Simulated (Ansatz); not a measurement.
Abridged Ansatz (a first-principles code) output:

```
Relaxation: its limit of steps is 50 (relax.max_steps)
Pseudopotential: Zn, paw, valence charge 12
Pseudopotential: Cu, paw, valence charge 19
Crystal: 2 atoms, lattice volume = 25.371 Å³
Basis set: ecut = 420 eV, 479 PW (Γ), exchange–correlation on 60×60×40 points (8 copies of the dense FFT grid, shifted against one another)
Bands: 20, of which v1, the nominal top of the filled ones, is band 16 counted from 1 (15 counted from 0)
Symmetry: 12 space group operations
k-points: 781 of 8000
Functional: x = pbesol(κ = 0.804, μ = 0.12345679012345678), c = pbesol(β = 0.046)
SCF iter   1: F=—  HF=-9869.876950 eV  |F-HF|=—  |Δ(HF+E_count)|=         —  Δρ=1.39e-2  dr2=2.67e-2  ethr=1.77e-3  ⟨swp⟩=5.3  Hψ=66428  notcnv=0
SCF iter   2: F=—  HF=-9869.871828 eV  |F-HF|=—  |Δ(HF+E_count)|=   5.12e-3  Δρ=2.94e-3  dr2=1.43e-3  ethr=8.61e-5  ⟨swp⟩=2.0  Hψ=29418  notcnv=0  defer=57
SCF 1 converged in 6 iterations: F = -9869.871452 eV  dr2 = 2.03e-9
relax step   1: F+E_penalty+E_count = -9869.87145184 eV  Δ(F+E_penalty+E_count) = +0.000e0 eV  max|allowed force component| = 2.104e-30 eV/Å  Δτ_max = 0.0000 Å  P = -3.722 GPa  Ω = 25.371 Å³  fix = [a, b, gamma]  reactions: a -5.727, b -5.727 GPa  (6 SCF iters, dr2 threshold 1.00e-7 eV, accepted)
[... steps on the carried basis left out ...]
relax step   3: F+E_penalty+E_count = -9869.87145371 eV  Δ(F+E_penalty+E_count) = +4.966e-6 eV  max|allowed force component| = 1.052e-30 eV/Å  Δτ_max = 0.0000 Å  P = -3.854 GPa  Ω = 25.398 Å³  energy of the carried Pulay correction = -2.195e-5 eV  fix = [a, b, gamma]  reactions: a -5.781, b -5.781 GPa  (6 SCF iters, dr2 threshold 5.62e-8 eV, accepted)
Crystal: 2 atoms, lattice volume = 25.398 Å³
SCF iter   1: F=—  HF=-9869.871472 eV  |F-HF|=—  |Δ(HF+E_count)|=         —  Δρ=2.76e-6  dr2=3.28e-10  ethr=3.41e-8  ⟨swp⟩=3.0  Hψ=113667  notcnv=0
SCF iter   2: F=—  HF=-9869.871473 eV  |F-HF|=—  |Δ(HF+E_count)|=   1.11e-6  Δρ=2.03e-6  dr2=4.12e-10  ethr=1.06e-12  ⟨swp⟩=3.2  Hψ=39416  notcnv=0
SCF 4 converged in 9 iterations: F = -9869.871473 eV  dr2 = 1.89e-19
SCF converged after 9 iterations
Free energy (F): -9869.871473 eV
Internal energy: -9869.854358 eV  (E = F + TS)
E sigma→0 (E₀):  -9869.862916 eV
Entropy (-TS):   -0.017115 eV (-8.558 meV/atom)
Fermi energy:    14.434735 eV
--- Forces (eV/Å), atoms counted from 1 ---
  atom   1  Zn    -0.00000000     0.00000000     0.00000000
  atom   2  Cu    -0.00000000    -0.00000000     0.00000000
--- Stress (GPa, compression-positive) ---
       -5.781506      -0.000000      -0.000000
       -0.000000      -5.781506      -0.000000
       -0.000000      -0.000000      -0.000023
  P = ⅓ Tr σ = -3.8543 GPa (-38.543 kbar)
--- Relaxed structure (3 steps of the walk, 3 accepted, 1 SCFs on fresh bases) ---
  cell:  # Å, volume = 25.3976 Å³
    - [4.198774751303182, 2.8867512840222667e-11, 8.422389759252133e-11]
    - [2.099387375626591, 3.6362455994116782, 7.858189018748817e-11]
    - [2.099387375626556, -1.2120818664679984, 1.663477410775307]
  atoms:
    - { symbol: Zn, position: [-5.551115123125783e-17, 0.5, 0.5000000000000001] }
    - { symbol: Cu, position: [-1.2621392996054592e-38, -3.448228692387588e-38, 2.2703196632054825e-48] }
```

**Question.** What was computed, and what are the main results?

**Answer.** ZnCu, 2 atoms in the cell, with Ansatz, PBEsol, PAW, cutoff 420 eV, without spin-orbit coupling. The last SCF converged to F = -9869.871473 eV, or -4934.9357 eV per atom, at a pressure of -3.85 GPa. The total energy compares only with runs of the same code, potentials and settings.

The cells carry an imposed strain or load. Stability against distortions was not tested. All final runs are without spin polarisation. The cell was made from ZnCu in the CsCl type structure (space group Pm-3m, No. 221) by this change: biaxial strain +2.08 %, plane normal [111], relaxed out of plane.

Keys are those of Ansatz 0.2.
